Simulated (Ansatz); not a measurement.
A computed series for CoO: magnetic orders

Base system: CoO in the zinc blende structure (space group F-43m, No. 216; a = 4.567 Å; ferromagnetic; a cell from a computed database, its experimental status unchecked).

Each order is relaxed in cell and atoms; arrows give the starting signs on the magnetic atoms.

Method: PBEsol+U (U_eff on d states: Co 3.32 eV) (Ansatz, a first-principles code; PAW; 420 eV plane waves; scalar-relativistic without spin-orbit coupling).

Notes on the quantities. energy relative to the base: σ→0; to 0.01 eV only: unlike meshes or grids.

```tsv
case	energy relative to the base	shortest interatomic distance	band gap
base	0.00 eV/atom	1.978 Å	0.26 eV
non-magnetic	+0.83 eV/atom	1.861 Å	___
↑↓ start, q = (0, 0, 1/2), 4 atoms	-53 meV/atom	1.927 Å	___
↑↓ start, q = (0, 1/2, 1/2), 4 atoms	-60 meV/atom	1.962 Å	___
```

### Question
Some entries are withheld; estimate them.

### Answer

- non-magnetic, band gap: zero
- ↑↓ start, q = (0, 0, 1/2), 4 atoms, band gap: 0.82 eV
- ↑↓ start, q = (0, 1/2, 1/2), 4 atoms, band gap: 0.84 eV

Other magnetic orders, which the real material may have, were not ruled out. No phonon test of stability was made. The base started in R3m and relaxed to F-43m at this level. A gap here joins edges of opposite spin (a spin-flip gap). Spin-polarised in the final run: base, ↑↓ start, q = (0, 0, 1/2), 4 atoms and ↑↓ start, q = (0, 1/2, 1/2), 4 atoms; the other runs are not. The U values are a database's picks, fitted on other projectors than the ortho-atomic ones used here. The zero or small gap of CoO can change with the level of theory.
